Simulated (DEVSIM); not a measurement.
System: Schottky contact on p-type InP, at 300 K.

| layer (left to right) | material | thickness (μm) | Na (cm⁻³) | τn (s) | τp (s) |
|---|---|---|---|---|---|
| 1 | InP | 4.50 | 2.9e15 | 2.4e-9 | 2.4e-9 |
| 2 | InP | 0.720 | 2.6e18 | 2.4e-9 | 2.4e-9 |

Left contact: Schottky, work function 4.864 eV, emission velocity 2.1e6 cm/s. Right contact: ohmic. Voltage is applied to the left contact. Recombination: SRH at mid-gap, radiative, Auger. Mobility is μmin + (μ − μmin)/(1 + (N/Nref)^α).

The device is made up for the run: typed textbook-type constants, with dimensions and the other settings drawn at random. Values at 300 K.

```
parameter          InP
-------------  -------
gap (eV)         1.344
affinity (eV)     4.38
permittivity      12.5
Nc (cm⁻³)       5.7e17
Nv (cm⁻³)       1.1e19
μn (cm²/Vs)       5200
μp (cm²/Vs)        170
μn,min             400
μp,min              10
Nref,n            3e17
Nref,p          4.9e17
αn                0.47
αp                0.62
B (cm³/s)      1.2e-10
Cn (cm⁶/s)       9e-31
Cp (cm⁶/s)       9e-31
```

DEVSIM, 1D drift-diffusion, Boltzmann statistics, complete ionisation; no tunnelling, impact ionisation, image-force lowering or self-heating. Metal contacts follow the ideal Schottky-Mott rule: no Fermi-level pinning, no interface dipoles.

The metal work function was swept, all else fixed.

```json
[
 {"metal work function (eV)": "4.664", "dark forward voltage at 1 A/cm² (V)": "0.698", "potential step across the device at zero bias (V)": "1.023", "dark forward voltage at 100 A/cm² (V)": "1.377"},
 {"metal work function (eV)": "4.714", "dark forward voltage at 1 A/cm² (V)": "0.648", "potential step across the device at zero bias (V)": "0.973", "dark forward voltage at 100 A/cm² (V)": "1.342"},
 {"metal work function (eV)": "4.764", "dark forward voltage at 1 A/cm² (V)": "0.598", "potential step across the device at zero bias (V)": "0.923", "dark forward voltage at 100 A/cm² (V)": "1.294"},
 {"metal work function (eV)": "4.814", "dark forward voltage at 1 A/cm² (V)": "0.548", "potential step across the device at zero bias (V)": "0.873", "dark forward voltage at 100 A/cm² (V)": "1.245"},
 {"metal work function (eV)": "4.864", "dark forward voltage at 1 A/cm² (V)": "0.498", "potential step across the device at zero bias (V)": "0.823", "dark forward voltage at 100 A/cm² (V)": "1.195"},
 {"metal work function (eV)": "4.914", "dark forward voltage at 1 A/cm² (V)": "0.448", "potential step across the device at zero bias (V)": "0.773", "dark forward voltage at 100 A/cm² (V)": "1.145"},
 {"metal work function (eV)": "4.964", "dark forward voltage at 1 A/cm² (V)": "0.398", "potential step across the device at zero bias (V)": "0.723", "dark forward voltage at 100 A/cm² (V)": "1.095"},
 {"metal work function (eV)": "5.014", "dark forward voltage at 1 A/cm² (V)": "0.348", "potential step across the device at zero bias (V)": "0.673", "dark forward voltage at 100 A/cm² (V)": "1.045"}
]
```

From the first row to the last the dark forward voltage at 1 A/cm² goes from 0.698 to 0.348. From the first row to the last the potential step across the device at zero bias goes from 1.023 to 0.673.
